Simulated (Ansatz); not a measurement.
The starting structures come from a database of crystals and need not be the phases stable at ambient conditions.

 Where the default PAW files enter, the runs use the earlier of Ansatz's two default sets.

By PBEsol, the system below comes out a metal.

A figure of merit of an interconnect metal is its ballistic conductance per area.

Input:

```
Sn
1.0
    3.31562     0.00000     0.00000
   -1.65191     2.87481     0.00000
    0.83186     1.43741     2.86971
Sn
1
Cartesian
  0.00000   0.00000   0.00000
```

Space group of this cell: I4/mmm. The cell is taken as given; by PBEsol its mean pressure is -1.8 GPa.

The current flows along the normal of the first two printed cell vectors, the (110) plane of the conventional cell. No spin-orbit coupling; the value is a mean over 0.1 eV about the Fermi level.

### Question
Compute, with PBEsol (Ansatz, a program for electronic structure), the ballistic conductance per area.

### Answer
1.1 × 10¹⁵ S/m² for both spins.
